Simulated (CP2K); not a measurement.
Band structure of Mg2Sn (Fm-3m, 3 atoms in the cell).

```
Mg2Sn
1.0
    4.78100     0.00000     0.00000
    2.39050     4.14047     0.00000
    2.39050     1.38016     3.90367
Mg Sn
2 1
Direct
  0.25000   0.25000   0.25000
  0.75000   0.75000   0.75000
  0.00000   0.00000   0.00000
```

Computed with PBE, GPW, DZVP-MOLOPT-SR-GTH basis, GTH-PBE potentials (GTH_POTENTIALS) run with CP2K 2026.2.

Settings: CUTOFF = 1000 Ry; REL_CUTOFF = 40 Ry; SMEAR/METHOD = FERMI_DIRAC; ELECTRONIC_TEMPERATURE = 232.09 K; KPOINTS/SCHEME = MONKHORST-PACK 9 9 9; XC_FUNCTIONAL = PBE; Mg/BASIS_SET = DZVP-MOLOPT-SR-GTH; Mg/POTENTIAL = GTH-PBE-q10; Sn/BASIS_SET = DZVP-MOLOPT-SR-GTH; Sn/POTENTIAL = GTH-PBE-q4; METHOD = GPW; EPS_DEFAULT = 1e-10; EXTRAPOLATION = USE_GUESS; NGRIDS = 5.

The starting cell has typed, rounded lattice constants, without a prior relaxation at this level. Its lattice was rescaled by a random factor within 2.5 % of one. Values carry the incompleteness of an atom-centred basis.

Levels in eV from the Fermi level, bands 9 to 14:
```
point      9     10     11     12     13    14
-----  -----  -----  -----  -----  -----  ----
Γ      -9.20   0.14   0.14   0.14   1.33  2.02
X      -7.30  -4.74  -2.25  -2.25  -0.28  0.37
W      -7.27  -3.93  -3.93  -2.88   3.19  3.19
K      -7.34  -4.33  -3.72  -1.89   0.42  3.10
L      -7.87  -5.00  -0.83  -0.83   0.55  2.41
U      -7.34  -4.33  -3.72  -1.89   0.42  3.10
```

Bands cross the Fermi level along this path, so the cell is metallic at this level.

Higher empty bands are left out: an atom-centred basis made for the valence describes them poorly.
